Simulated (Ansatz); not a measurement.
## Pressure series in hypothetical P6_3/mmc PbS

Consider PbS (space group P6_3/mmc, No. 194; a = 4.951 Å, c = 5.916 Å; a hypothetical phase, not in the database extracts checked).

Cell and atoms are relaxed at each pressure.

All numbers come from DFT with PBEsol, PAW potentials and a 420 eV plane-wave cutoff in Ansatz (a program for electronic structure), no SOC.

Candidates:
(a) pressure 15 GPa
(b) pressure 30 GPa
(c) pressure 3 GPa

Before the change:

The c/a ratio comes out as 1.195.

Problem. Order them by c/a ratio, lowest first.

Solution. (c) pressure 3 GPa (1.198), (a) pressure 15 GPa (1.206), (b) pressure 30 GPa (1.211)

The mesh was chosen for an insulator and is coarse for the gapless case. Load acts through the strain it causes; cell and atoms are relaxed under it. Stability against distortions was not tested. No other phases were tried under pressure. The base started in P6_3mc and relaxed to P6_3/mmc at this level. All final runs are without spin polarisation.
